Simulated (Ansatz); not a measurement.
# A series of runs on AgF (F-43m, 2 atoms in the cell)

```xyz
2
Lattice="0.0000 2.4361 2.4361 2.4361 0.0000 2.4361 2.4361 2.4361 0.0000" Properties=species:S:1:pos:R:3 pbc="T T T"
F      1.2180     1.2180     1.2180
Ag     0.0000     0.0000     0.0000
```

Base run A: revPBE, default PAW files made with PBE in Ansatz (a first-principles code), self-consistent single point.

Its settings: kpoints.mp_grid.grid = 12 12 12; hamiltonian.xc = revpbe; hamiltonian.pseudopotentials = {kind: paw} (the program's default PAW files); scf.occupations.method = cold; scf.occupations.width = 0.0037 Ry.

The starting cell was generated: these elements placed on a structure prototype, without a prior relaxation; it need not be a known phase or ordering of this composition. In the base run, with a pressure of about 35 GPa the cell is away from its equilibrium volume at this level. Ansatz's pressure includes its estimate of the finite-basis (Pulay) stress. The run gives no clean gap (levels at the Fermi energy touch, overlap or are partly filled at this smearing), which alone does not show that the compound is a metal.

Runs:
- B: hamiltonian.xc: revpbe → lda [LDA (PW92)]
- C: hamiltonian.xc: revpbe → pbe [PBE]
- D: hamiltonian.xc: revpbe → pbesol [PBEsol]
- E: hamiltonian.xc: revpbe → rpbe [RPBE]
- F: hamiltonian.xc: revpbe → blyp [BLYP]
- G: hamiltonian.xc: revpbe → r2scan [r2SCAN]

| run | pressure (GPa) |
|---|---|
| A | 35.33 |
| B | 19.71 |
| C | [?] |
| D | 25.13 |
| E | 36.65 |
| F | [?] |
| G | [?] |

Question: Complete the blanks.

Answer: 
- C, pressure (GPa): 31.75
- F, pressure (GPa): 36.28
- G, pressure (GPa): 28.11

Keys are those of Ansatz 0.2.
